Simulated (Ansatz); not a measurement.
# Ca: x(Sc) = 0.75, 4 atoms, C2/m

Take Ca in the fcc (Cu type) structure (space group Fm-3m, No. 225; a = 5.569 Å) as the base.

The other end (x = 1) is Sc in the fcc (Cu type) structure (space group Fm-3m, No. 225; a model cell): 25.14 Å³/atom, gap zero; this end may not be an ambient phase.

The change: Sc replaces 75.0 % of the Ca, ordered in a cell of 4 atoms (starting symmetry C2/m) and fully relaxed.

Calculations: r2SCAN, PAW, 500 eV (Ansatz, a first-principles code; no spin-orbit coupling), earlier PAW set. k-mesh 14×14×8 (Γ-centred); smearing 0.05 eV (Fermi–Dirac), for the changed cell.

| quantity | base | changed | shift |
|---|---|---|---|
| density | 1.54 g/cm³ | 2.56 g/cm³ | +1.02 g/cm³ |
| shortest interatomic distance | 3.938 Å | 3.208 Å | -0.730 Å |
| band gap | zero | zero | – |
| deviation of the volume from the linear (Vegard-type) interpolation | – | -4.3 % | – |

Final structure:

```yaml
crystal:
  lattice:
    - [5.72568, -1.74355, 0.00000]
    - [5.72568, 1.74355, 0.00000]
    - [-1.46125, 0.00000, 5.68656]
  atoms:
    - { symbol: Ca, position: [0.00000, 0.00000, 0.00000] }
    - { symbol: Sc, position: [0.50000, 0.50000, 0.50000] }
    - { symbol: Sc, position: [0.23564, 0.23564, 0.72479] }
    - { symbol: Sc, position: [0.76436, 0.76436, 0.27521] }
```

Each cell is one ordered arrangement of few atoms, which overstates ordering effects compared with a random alloy. Whether these cells are dynamically stable was not tested. All final runs are without spin polarisation. An odd electron count without spin: CaSc3. CaSc3 has a high density of states at the Fermi level and may be magnetic at this level. This is not the structure that Sc has at room temperature and ambient pressure.
